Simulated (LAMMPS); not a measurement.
MD of SiC (zinc blende) at zero pressure, 512 atoms, as a crystal; each row is its own run.

Model: classical MD, pair style meam, file SiC.meam (LAMMPS).

```csv
T (K),volume (Å³/atom)
200,10.422
300,10.455
1740,10.966
2180,11.146
2610,11.328
3040,11.522
```

Question: Fit a straight line, y = a + b x, to these rows (x is the first column, y the second) and predict the run at x = 1300.

Answer: Least squares gives a = 10.333 and b = 0.0003813. At x = 1300 the fit predicts 10.829 Å³/atom. The run itself gave 10.8020 ± 0.0009 Å³/atom, so the fit is 0.25 % high.

Caution (rows 200; 300): nuclei are classical, which matters for such light atoms.
